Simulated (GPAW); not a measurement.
A self-consistent single point of a (001) slab of Mg (cut from a parent of space group no. 194; 2 atoms in the cell) with GPAW.

Method: GPAW with LDA (Perdew-Wang 92), LCAO dzp, GPAW PAW datasets LDA (gpaw-data 1.0.1).

The change in words: vacuum of 6 angstrom (first run: 14 Å); pbc: True → (True, True, False); poissonsolver: default → dipolelayer xy. Reference geometry:
```
CELL_PARAMETERS angstrom
      3.20037     0.00000     0.00000
     -1.60018     2.77160     0.00000
      0.00000     0.00000    16.59721
ATOMIC_POSITIONS crystal
  Mg 0.66667 0.33333 0.57824
  Mg 0.33333 0.66667 0.42176
```

Reference input (self-consistent single point, DFT LDA (Perdew-Wang 92), LCAO dzp, GPAW PAW datasets LDA (gpaw-data 1.0.1)): mode = lcao; h = 0.18 Å; basis = dzp; xc = LDA; kpts = 6 6 1; mesh shift (steps) = 0 0 0; occupations.name = fermi-dirac; occupations.width = 0.1 eV; convergence.density = 1e-05 e/electron; symmetry.symmorphic = false; symmetry.tolerance = 0.0005; maxiter = 150. This run's input differs from it in these lines:

```diff
@@ -6,6 +6,6 @@
                     [-1.600185, 2.771602, 0.000000],
-                    [0.000000, 0.000000, 16.597211]],
-              scaled_positions=[[0.666667, 0.333333, 0.578242],
-                                [0.333333, 0.666667, 0.421758]],
-              pbc=True)
+                    [0.000000, 0.000000, 8.597198]],
+              scaled_positions=[[0.666667, 0.333333, 0.651049],
+                                [0.333333, 0.666667, 0.348951]],
+              pbc=(True, True, False))
 
@@ -19,2 +19,3 @@
             symmetry={'symmorphic': False, 'tolerance': 0.0005},
+            poissonsolver={'dipolelayer': 'xy'},
             maxiter=150,
```

Output, abridged:

```
     iter     time        total  log10-change:
                         energy   eigst   dens
iter:   1 --:--:--    -2.436209        c
iter:   2 --:--:--    -2.434503        c -1.56
iter:   3 --:--:--    -2.452820        c -1.59
iter:   4 --:--:--    -2.444485        c -1.95
iter:   5 --:--:--    -2.432978        c -2.25
iter:   6 --:--:--    -2.432992        c -3.43
iter:   7 --:--:--    -2.433426c       c -3.44
iter:   8 --:--:--    -2.433339c       c -4.45
iter:   9 --:--:--    -2.433402c       c -4.22
iter:  10 --:--:--    -2.433397c       c -5.33c
Converged after 10 iterations.

Dipole moment: (0.108443, 0.187829, -0.000000) |e|*Ang

Energy contributions relative to reference atoms: (reference = -10854.460033)

Kinetic:         +3.839293
Potential:       -1.147190
External:        +0.000000
XC:              -5.128353
Entropy (-ST):   -0.073988
Local:           +0.039847
SIC:             +0.000000
--------------------------
Free energy:     -2.470391
Extrapolated:    -2.433397

Dipole-layer corrected work functions: 3.783210, 3.783210 eV

Showing only first 2 kpts
 Kpt  Band  Eigenvalues  Occupancy
  0     8    -10.02549    2.00000
  0     9     -7.49870    2.00000
  0    10     -4.42933    1.99688
  0    11     -1.08290    0.00000

  1     8     -9.48257    2.00000
  1     9     -6.95660    2.00000
  1    10     -3.89990    1.52519
  1    11     -0.48518    0.00000

Fermi level: -3.78321

No gap
No difference between direct/indirect transitions
Energy (eV): -2.433397

Forces in eV/Ang:
  0 Mg   -0.00000    0.00000    0.21553
  1 Mg   -0.00000   -0.00000   -0.21553
```

The run converged in 10 iterations. Against the reference run the free energy goes up by 8.5 meV/atom and the largest force goes from 0.234 to 0.216 eV/Å.

The starting cell has typed, rounded lattice constants, without a prior relaxation at this level. The slab is cut from that crystal, and its faces are unrelaxed. Its lattice was rescaled by up to half a per cent. Values carry the incompleteness of an atom-centred basis.

Cost on one core of a shared machine: roughly 50 s.
